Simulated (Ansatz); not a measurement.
Take Hf in the hcp (Mg type) structure (space group P6_3/mmc, No. 194; relaxed with 0.1 eV smearing) as the base.

```cif
data_Hf2
_chemical_formula_sum 'Hf2'
_space_group_name_H-M_alt 'P63/mmc'
_space_group_IT_number 194
_space_group_name_Hall '-P 6c 2c'
_cell_length_a 3.20400
_cell_length_b 3.20400
_cell_length_c 5.07257
_cell_angle_alpha 90.000
_cell_angle_beta 90.000
_cell_angle_gamma 120.000
loop_
_atom_site_label
_atom_site_type_symbol
_atom_site_symmetry_multiplicity
_atom_site_Wyckoff_symbol
_atom_site_fract_x
_atom_site_fract_y
_atom_site_fract_z
_atom_site_occupancy
Hf1 Hf 2 c 0.33333 0.66667 0.25000 1
```

Computed with Kohn–Sham DFT with the PBE functional, run in Ansatz (a first-principles code) with PAW and 420 eV plane waves, no spin-orbit coupling.

For the base:

* **Pressure**: 0.0 GPa
* **Band gap**: zero

Perturbation: every lattice vector is stretched by 2.50 %; the atoms relax in the strained cell.

### Question
What happens to the energy relative to the base, pressure and band gap?

### Answer
The energy rises by 40 meV/atom; the pressure (mean of the normal stresses, compression positive) goes from zero to -7.0 GPa; the band gap stays zero.

Whether these cells are dynamically stable was not tested. The final runs are not spin-polarised.
